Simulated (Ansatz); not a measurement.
The parent structure is HfO2 in the fluorite structure (space group Fm-3m, No. 225; a = 5.0981 Å).

Structures relaxed with PBE, PAW, 420 eV (Ansatz, a program for electronic structure; without spin-orbit coupling), earlier PAW set.

Base:

Simulated powder pattern, Cu Kα, λ = 1.54184 Å (kinematic, ideal powder, no thermal factors, no anomalous dispersion; the 10 strongest lines at most, above 2 %, up to 2θ = 90°):

| 2θ (°) | I/Imax (%) | hkl |
|---|---|---|
| 30.37 | 100 | (111) |
| 35.21 | 34 | (200) |
| 50.64 | 51 | (220) |
| 60.20 | 45 | (311) |
| 63.18 | 9.7 | (222) |
| 74.44 | 7.8 | (400) |
| 82.47 | 19 | (331) |
| 85.10 | 14 | (420) |

The change: cell and atoms relaxed at a pressure of 45 GPa.

After the change:

Simulated powder pattern, Cu Kα, λ = 1.54184 Å (kinematic, ideal powder, no thermal factors, no anomalous dispersion; the 10 strongest lines at most, above 2 %, up to 2θ = 90°):

| 2θ (°) | I/Imax (%) | hkl |
|---|---|---|
| 31.82 | 100 | (111) |
| 36.91 | 34 | (200) |
| 53.19 | 49 | (220) |
| 63.33 | 44 | (311) |
| 66.50 | 9.5 | (222) |
| 78.56 | 7.6 | (400) |
| 87.25 | 19 | (331) |

The indices refer to the base's conventional cell; one index is shown for lines that coincide.

Load acts through the strain it causes; cell and atoms are relaxed under it. Whether these cells are dynamically stable was not tested. Competing high-pressure phases were not computed. This is not the structure that HfO2 has at room temperature and ambient pressure.
